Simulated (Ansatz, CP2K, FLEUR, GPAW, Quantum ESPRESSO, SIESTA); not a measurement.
One structure in several programs: TiSb2 (I4/mcm, 6 atoms in the cell)

Self-consistent single point.

```
CELL_PARAMETERS angstrom
     -3.35146     3.35146     2.89799
      3.35146    -3.35146     2.89799
      3.35146     3.35146    -2.89799
ATOMIC_POSITIONS crystal
  Ti 0.25000 0.25000 0.00000
  Ti 0.75000 0.75000 0.00000
  Sb 0.65204 0.84796 0.50000
  Sb 0.34796 0.15204 0.50000
  Sb 0.84796 0.34796 0.19592
  Sb 0.15204 0.65204 0.80408
```

All programs got the same cell, k-point mesh and kind of occupations (in Ansatz's words: kpoints.mp_grid.grid = 5 5 5; scf.occupations.method = fermi_dirac; scf.occupations.width = 0.1 eV); potentials, basis and cutoffs are each program's usual ones.

| code | model | pressure (GPa) | largest force (eV/Å) | k-points | cutoff |
|---|---|---|---|---|---|
| Ansatz | PBEsol, default PAW files made with PBE | -3.17 | 0.109 | 18 | default |
| Quantum ESPRESSO | PBEsol, PseudoDojo standard norm-conserving (PBESOL) pseudopotentials | -3.19 | 0.108 | 18 | 85 Ry |
| SIESTA | GGA PBEsol, numerical atomic orbitals DZP, PseudoDojo PBEsol standard norm-conserving potentials (rewritten from UPF to PSML) | -0.96 | 0.264 | 63 | grid 300 Ry |
| GPAW | PBEsol, GPAW PAW datasets PBEsol (made by gpaw-setup) | -3.38 | 0.073 | 18 | 800 eV |
| CP2K | PBEsol, GPW, DZVP-MOLOPT-SR-GTH basis, GTH-PBE potentials (GTH_POTENTIALS) | 0.42 | 0.200 | 63 | grid 600 Ry |
| FLEUR | PBEsol, all-electron FLAPW (FLEUR), scalar-relativistic valence | – | 0.107 | 18 | Kmax 4 1/bohr |

A dash marks a value that a program does not give, or that is left out as unsure.

The spread over the programs that give each value: pressure within 3.80 GPa; largest force within 0.191 eV/Å.

The starting cell comes from a database of computed structures (which also holds hypothetical and non-ambient phases and stackings), without a prior relaxation at this level. On Ansatz's run: Spin-orbit coupling is off. Spin polarisation is off. In the base run, with a pressure of about -3 GPa the cell is away from its equilibrium volume at this level.

### Question
Why do the programs differ, and what cannot be compared?

### Answer
Differences of this kind can come from the potentials, where these differ, and from what each basis and cutoff leave unconverged. The valence holds different numbers of electrons (Ansatz (a first-principles code) 84, Quantum ESPRESSO 84, SIESTA 84, GPAW 84, CP2K 44, FLEUR 84). The zero of total energies and Fermi levels follows the potentials and each program's conventions, so they are not compared here. SIESTA and CP2K use small atom-centred bases, whose incompleteness enters pressures, forces and empty levels differently from a plane-wave cutoff. FLEUR treats all electrons, but the usual bases taken here (sphere radii, linearisation, local orbitals, empty states) were not tested for convergence, so the values are no reference for the others. Ansatz's pressure is given at a fixed set of plane waves, as the other plane-wave codes print theirs; with its correction for the finite basis it is -3.13 GPa. The programs reduce the same mesh by symmetry to different extents, which changes the work and not the result. In the pressure, SIESTA (by 2.23) and CP2K (by 3.61) lie more than 1 GPa from the median of the plane-wave programs. In the force vectors, SIESTA (by 0.156) and CP2K (by 0.092) lie more than 0.08 eV/Å from the median of the plane-wave programs.

Left out of this page: ABINIT (stopped by limits of time or memory); Elk (not drawn, or without a comparable value).

Keys are those of Ansatz 0.2.
